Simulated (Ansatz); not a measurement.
Base system: BAs in the zinc blende structure (space group F-43m, No. 216; a = 4.8093 Å).

Method: plane-wave PAW DFT at the PBE level (Ansatz, a program for electronic structure, 420 eV), no spin-orbit coupling.

Before the change:

```
Item                  Result
-------------------  -------
Band gap             1.21 eV
Lattice parameter a  4.809 Å
```

The change: a hydrostatic pressure of 9 GPa.

Question: Predict the new band gap.

Answer: The band gap falls by 0.06 eV (1.21 eV → 1.15 eV).

Question: What happens to the lattice parameter a?

Answer: The lattice parameter a falls by 0.096 Å to 4.713 Å.

Load acts through the strain it causes; cell and atoms are relaxed under it. No phonon test of stability was made. Competing high-pressure phases were not computed.
